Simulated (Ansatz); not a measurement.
OsO₂ (P4_2/mnm), PBEsol, DFPT electron-phonon coupling, linearised Boltzmann equation (Ansatz, a first-principles code). Phonon-limited resistivity 29.0 μΩ·cm at 300 K along y (a = (4.45, 0.00, 0.00) Å; b = (0.00, 4.45, 0.00) Å; c = (0.00, 0.00, 3.18) Å), current-weighted mean free path 7.2 nm.

Problem. What is the classical skin depth at 1 GHz (nonmagnetic, μ₀ = 1.257×10⁻⁶ H/m)?

Solution. δ = √(ρ/(π f μ₀)) = 8570 nm.

Problem. Estimate the resistivity of a 80 nm square wire with diffuse walls from ρ ≈ ρ₀(1 + 3ℓ/4d).

Solution. 1 + 0.75 × 7.2/80 = 1.07, so ρ ≈ 31.0 μΩ·cm and a line 1 μm long has 48.4 Ω. The formula is the free-electron limit for d well above ℓ; grain boundaries add to it.

A metal at this level (no band gap). Only scattering by harmonic phonons is included (no impurities, grain boundaries, electron-electron scattering or thermal expansion). Spin-orbit coupling is left out, which matters with elements this heavy. Halving the electron mesh (20x20x28) moves the resistivity by up to 11 % at 300 K, the mean free path by up to 3 %. Smearing 0.20 eV; phonons on a 3x3x4 q mesh, which this run doesn't test.

Formula and space group known from diffraction (Crystallography Open Database), not checked to be the room-temperature form: OsO2 (P4_2/mnm).
